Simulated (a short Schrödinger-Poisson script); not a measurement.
From a short Schrödinger-Poisson script (our own, NumPy): 1D Poisson equation in equilibrium, electrons quantum, Hartree plus LDA exchange-correlation (BenDaniel-Duke, 40 states a valley, the channel's in-plane mass for all, wave functions free to enter the barrier), parabolic valleys, classical holes, donors ionised by Fermi statistics, acceptors fully, no traps, pinning or gate leakage.

Structure: gated In0.52Al0.48As/In0.53Ga0.47As modulation-doped gas in a quantum well, at 77 K.

From the gate side: 8 nm In0.52Al0.48As; 40 nm In0.52Al0.48As, donors 1e18 cm⁻³; 10 nm In0.52Al0.48As; 10 nm In0.53Ga0.47As; 4000 nm In0.52Al0.48As, acceptors 4e14 cm⁻³.

The device is made up for the run: typed textbook-type constants, with dimensions and the other settings drawn at random. In0.52Al0.48As: permittivity 12.5, conduction-band edge (eV) 0.52, gap (eV) 1.45, electron mass (mₑ) 0.075, Nv at 300 K (cm⁻³) 1.1e19. In0.53Ga0.47As: permittivity 13.9, conduction-band edge (eV) 0, gap (eV) 0.74, Nv at 300 K (cm⁻³) 7.7e18.

Channel valleys (confinement mass, in-plane density-of-states mass, number): Γ 0.041, 0.041, 1. At the gate the conduction-band edge of layer 1 lies 0.65 eV − eVg above the Fermi level of the channel; the field vanishes at the back. Donor level 0.02 eV below the band edge. The barrier under the gate holds no holes. Gaps are held at their typed values at every temperature. Mesh 0.08 nm at interfaces.

Question: Give the centroid of the channel electrons at Vg = 0.4 V (nm); the sheet density of all electrons at Vg = 0.4 V (cm⁻²); the capacitance at Vg = 0.4 V (μF/cm²).

Answer: centroid of the channel electrons at Vg = 0.4 V (nm): 4.38; sheet density of all electrons at Vg = 0.4 V (cm⁻²): 1.28e12; capacitance at Vg = 0.4 V (μF/cm²): 0.571.
